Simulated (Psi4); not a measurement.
Psi4 1.11, BP86/def2-svpd: Zn(Me)2 ([CH3][Zn][CH3]), 9 atoms. The geometry is a generated start, not checked to be a minimum at this level.

```
Item                                 Result
--------------------------  ---------------
task                                 energy
method                                 bp86
basis                             def2-svpd
memory                                 3 GB
maxiter                                 100
keys of the molecule block      symmetry c1
scf_type                       df (default)
diis_max_vecs                  10 (default)
e_convergence               1e-06 (default)
d_convergence               1e-06 (default)
dft_radial_points              75 (default)
dft_spherical_points          302 (default)
basis functions                         122
grid points                          195929
```

```xyz
9

Zn     0.0085     0.0014     0.0101
C      1.5739     0.2212    -1.2822
H      2.2780    -0.6034    -1.2118
H      2.1316     1.1343    -1.0909
H      1.2356     0.2646    -2.3142
C     -1.5722    -0.2219     1.2847
H     -2.1295    -1.1316     1.0779
H     -2.2720     0.6063     1.2038
H     -1.2540    -0.2708     2.3226
```

Charge 0 and multiplicity 1 are set for this test and not shown to be the ground state.

With the defaults (diis = true, scf_initial_accelerator = adiis, damping_percentage = 0, guess = auto, which took SAD, soscf = false, soscf_start_convergence = 0.01, level_shift = 0, level_shift_cutoff = 0.01) it converges in 10 SCF iterations. One run each on 2 threads, with these changes:
- level_shift = 0.5, level_shift_cutoff = 0.001
- guess = sadno
- soscf = true
- soscf = true, soscf_start_convergence = 0.1
- guess = sap
- guess = sapgau
- diis = false, scf_initial_accelerator = none, damping_percentage = 60
- guess = gwh
- guess = huckel

Which runs fail or end elsewhere than the default run?

No convergence: diis = false, scf_initial_accelerator = none, damping_percentage = 60 (the run ends without SCF convergence in 100 iterations). The rest reach the solution of the defaults.

```
setting                                                                SCF iterations  JK calls             end
---------------------------------------------------------------------  --------------  --------  --------------
guess = sapgau                                                                      8         8   same solution
soscf = true                                                                        8        29   same solution
soscf = true, soscf_start_convergence = 0.1                                         8        34   same solution
guess = sap                                                                         9         9   same solution
the defaults                                                                       10        11   same solution
level_shift = 0.5, level_shift_cutoff = 0.001                                      11        12   same solution
guess = huckel                                                                     11        29   same solution
guess = sadno                                                                      11        11   same solution
guess = gwh                                                                        16        16   same solution
diis = false, scf_initial_accelerator = none, damping_percentage = 60             100       101  no convergence
```

An SOSCF iteration holds several JK calls; a Hückel guess adds calls on atoms. 1 further run of the study ended by our limits or in an error and is left out.
